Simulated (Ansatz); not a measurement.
Input and output of a zone-centre phonon calculation for BaLiF₃ (Pm-3m, 5 atoms in the cell) (Ansatz, an electronic-structure program).

Method: LDA (PW92), default PAW files made with PBE (plane waves; Ansatz).

```xyz
5
Lattice="3.9766 0.0000 0.0000 0.0000 3.9766 0.0000 0.0000 0.0000 3.9766" Properties=species:S:1:pos:R:3 pbc="T T T"
Ba     0.0000     0.0000     0.0000
Li     1.9883     1.9883     1.9883
F      0.0000     1.9883     1.9883
F      1.9883     0.0000     1.9883
F      1.9883     1.9883     0.0000
```

Reference input (self-consistent single point, DFT, LDA (PW92), plane waves, default PAW files made with PBE): basis.ecutwfc = 420 eV; kpoints.mp_grid.grid = 6 6 6; hamiltonian.xc = lda; hamiltonian.pseudopotentials = {kind: paw} (the program's default PAW files); scf.occupations.method = fixed. This run's input differs from it in these lines:

```diff
@@ -24,6 +24,7 @@
     method: fixed
-output:
-  forces: true
-  eigenvalues: true
-  stress: true
+phonons:
+  method: dfpt
+  qmesh: [3, 3, 3]
+  dielectric: true
+  rigid_motions: translations
```

Output, abridged:

```
SCF iter   1: F=—  HF=-8372.159008 eV  |F-HF|=—  |Δ(HF+E_count)|=         —  Δρ=1.98e-2  dr2=1.73e-1  ethr=1.77e-3  ⟨swp⟩=4.9  Hψ=7527  notcnv=0  defer=226
all-band conjugate gradients solve this SCF's bands
preconditioner: auto → Resta (q_TF=auto, 2.463 Å⁻¹)
SCF iter   2: F=—  HF=-8372.105989 eV  |F-HF|=—  |Δ(HF+E_count)|=   5.30e-2  Δρ=5.22e-3  dr2=4.69e-3  ethr=5.09e-4  ⟨swp⟩=2.0  Hψ=3455  notcnv=0  defer=228
   [... lines left out ...]
SCF iter   5: F=—  HF=-8372.103580 eV  |F-HF|=—  |Δ(HF+E_count)|=   5.19e-5  Δρ=1.14e-4  dr2=4.67e-6  ethr=4.84e-7  ⟨swp⟩=2.0  Hψ=1760  notcnv=0  defer=176
SCF iter   6: F=—  HF=-8372.103578 eV  |F-HF|=—  |Δ(HF+E_count)|=   1.11e-6  Δρ=8.60e-6  dr2=2.91e-8  ethr=1.37e-8  ⟨swp⟩=2.8  Hψ=2711  notcnv=0  defer=149
SCF iter   7: F=—  HF=-8372.103578 eV  |F-HF|=—  |Δ(HF+E_count)|=   6.04e-7  Δρ=8.10e-7  dr2=3.83e-10  ethr=8.56e-11  ⟨swp⟩=3.0  Hψ=2828  notcnv=0  defer=130
SCF iter   8: F=-8372.103578 eV  HF=-8372.103578 eV  |F-HF|=9.09e-12  |Δ(HF+E_count)|=  1.33e-10  Δρ=1.17e-7  dr2=9.18e-12  ethr=1.00e-12  ⟨swp⟩=13.3  Hψ=14897  notcnv=0
SCF 1 converged in 8 iterations: F = -8372.103578 eV  dr2 = 9.18e-12
DFPT response loops at Γ: preconditioner auto → none (the input reference at scf.mixing.eps_inf says where Resta's filter doesn't serve); β = 0.50 …
DFPT response loops at q = (0, 0, 0.3333333333333333) (fractional): mixed as the last ones told, above
DFPT response loops at q = (0, 0.3333333333333333, 0.3333333333333333) (fractional): mixed as the last ones told, above
DFPT response loops at q = (0.3333333333333333, 0.3333333333333333, 0.3333333333333333) (fractional): mixed as the last ones told, above
Free energy (F): -8372.103578 eV
Internal energy: -8372.103578 eV  (E = F + TS)
E sigma→0 (E₀):  -8372.103578 eV
Fermi energy:    4.597788 eV
   [... lines left out ...]
  k-mesh period / interband length: 23.9 Å / 0.95 Å = 25.10 at k = (0.0000, 0.0000, 0.0000), direct gap 6.583 eV — 14 or more, which is no proof of convergence
   [... lines left out ...]
  largest difference from the sums on the solved wave vectors: F 2.51e-2 eV, S 3.47e-5 and C_V 9.46e-6 eV/K
  zero-point energy: 0.209044 eV/cell   skipped modes (ω ≤ 0): 3   left out of the sums: 3.43e-5 of the cell's modes …
```

The run converged in 8 iterations. 

Summary of the result:
```
Item                                                                                                                                                    Value
----------------------------------------------------------------------------------------  -------------------------------------------------------------------
Free energy E − TS (on the zero of these files)                                                                                                 -8372.1036 eV
Top of the valence band (on the code's own zero)                                                                                                      4.60 eV
Gap on the k-point mesh                                                                                                                               6.58 eV
Zone-centre frequencies (cm⁻¹; negative means imaginary)                                  0, 0, 0, 110, 110, 110, 168, 168, 168, 303, 303, 303, 354, 354, 354
ε∞ at this k-point mesh, which may be far from converged in small-gap cells (xx, yy, zz)                                                     2.67, 2.67, 2.67
Born charges at this mesh (mean of the diagonal, e)                                                               Ba 2.75, Li 1.05, F -1.27, F -1.27, F -1.27
```

The starting cell comes from a database of computed structures (which also holds hypothetical and non-ambient phases and stackings), without a prior relaxation at this level. Its lattice was rescaled by up to half a per cent. The frequencies listed for the zone centre hold no LO-TO term.

Cost on one core of a shared machine: roughly 6 min.

Keys are those of Ansatz 0.2.
